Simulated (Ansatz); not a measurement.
Start from SrTiO₃ in the cubic perovskite structure (space group Pm-3m, No. 221).

```yaml
crystal:
  lattice:
    - [3.89114, 0.00000, 0.00000]
    - [0.00000, 3.89114, 0.00000]
    - [0.00000, 0.00000, 3.89114]
  atoms:
    - { symbol: Sr, position: [0.00000, 0.00000, 0.00000] }
    - { symbol: Ti, position: [0.50000, 0.50000, 0.50000] }
    - { symbol: O, position: [0.50000, 0.00000, 0.50000] }
    - { symbol: O, position: [0.00000, 0.50000, 0.50000] }
    - { symbol: O, position: [0.50000, 0.50000, 0.00000] }
```

Cartesian axes are those of the cell as printed.

Calculations: DFT with PBEsol, PAW potentials and a 420 eV plane-wave cutoff in Ansatz (a program for electronic structure), spin-orbit coupling left out.

Strains are applied to the cell and any free atomic positions relax; under biaxial strain the out-of-plane vector relaxes too.

One change was made to it. Results:

The smallest direct gap drops by 0.126 eV, from 2.19 eV to 2.07 eV; the energy goes up by 18 meV/atom; the band gap falls by 0.04 eV to 1.81 eV.

Task: What was done to the base?
A. biaxial strain −0.50 %, plane normal [111], relaxed out of plane
B. biaxial strain −1.50 %, plane normal [111], relaxed out of plane
C. biaxial strain −2.50 %, plane normal [111], relaxed out of plane

Result: C, biaxial strain −2.50 %, plane normal [111], relaxed out of plane. For comparison, the energy relative to the base in the other runs: biaxial strain −0.50 %, plane normal [111], relaxed out of plane gives +0.7 meV/atom; biaxial strain −1.50 %, plane normal [111], relaxed out of plane gives +6.4 meV/atom.

Whether these cells are dynamically stable was not tested. All final runs are without spin polarisation. Many cubic perovskites are stable only at high temperature; tilts and polar distortions were not tested.
